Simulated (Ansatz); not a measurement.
**How far to go with shifted k-point meshes: PdPt (R3m, 2 atoms in the cell)**

```
PdPt
1.0
    1.37648     0.79471     4.53756
   -1.37648     0.79471     4.53756
    0.00000    -1.58943     4.53756
Pd Pt
1 1
Direct
  0.00367   0.00367   0.00367
  0.50000   0.50000   0.50000
```

Method of the run: PBEsol, default PAW files made with PBE (plane waves; Ansatz, a first-principles code).

Base settings: basis.ecutwfc = 420 eV; kpoints.mp_grid.grid = 14 14 14; hamiltonian.xc = pbesol; hamiltonian.pseudopotentials = {kind: paw} (the program's default PAW files); scf.occupations.method = fermi_dirac; scf.occupations.width = 0.1 eV.

In this ladder: kpoints.mp_grid.shift = 0.5 0.5 0.5.

Only quantities that move along the ladder and can be compared are tabulated.

The count of work is k-points × plane waves × bands × iterations; it is no time. Core times come from one kind of shared machine, to one figure; runs under 30 s give none.

The starting cell comes from a database of computed structures (which also holds hypothetical and non-ambient phases and stackings), without a prior relaxation at this level. Its lattice was rescaled by up to half a per cent. One atom was moved a little off its site on purpose. Spin polarisation is off. Ansatz's pressure includes its estimate of the finite-basis (Pulay) stress.

Steps (kpoints.mp_grid.grid): 2 2 2; 4 4 4; 6 6 6; 8 8 8; 10 10 10; 12 12 12; 15 15 15; 18 18 18; 22 22 22; 27 27 27; 33 33 33; 37 37 37.

Task: What is the coarsest kpoints.mp_grid.grid that holds the forces within 0.005 eV/Å of the last step, with all finer ones?

Result: 8 8 8, at 0.013 of the last step's count of work; the step before is off by 0.008 eV/Å.

Task: What is the coarsest kpoints.mp_grid.grid that holds the free energy within 0.5 meV/atom of the last step, with all finer ones?

Result: 22 22 22, at 0.22 of the last step's count of work and about 0.2 of the last step's time; the step before is off by 0.54 meV/atom.

Task: What is the coarsest kpoints.mp_grid.grid that holds the pressure within 1 GPa of the last step, with all finer ones?

Result: 6 6 6, at 0.0071 of the last step's count of work; the step before is off by 1.4 GPa.

```csv
kpoints.mp_grid.grid,free energy less the last step's (meV/atom),pressure (GPa),largest difference of a force vector from the last step's (eV/Å),count of work / last,core time / last (rough)
2 2 2,1514.06,23.53,0.192,0.00073,–
4 4 4,-103.90,-3.01,0.048,0.0025,–
6 6 6,-28.33,-2.38,0.008,0.0071,–
8 8 8,15.76,-1.37,0.004,0.013,–
10 10 10,4.95,-1.40,0.004,0.024,–
12 12 12,-4.17,-1.64,0.002,0.040,–
15 15 15,-0.58,-1.56,0.001,0.075,–
18 18 18,0.54,-1.56,0.001,0.12,–
22 22 22,-0.19,-1.58,0.001,0.22,0.2
27 27 27,0.01,-1.57,0.000,0.40,0.4
33 33 33,-0.05,-1.57,0.000,0.72,0.7
37 37 37,0.00,-1.57,0.000,1.0,1
```

Keys are those of Ansatz 0.2.
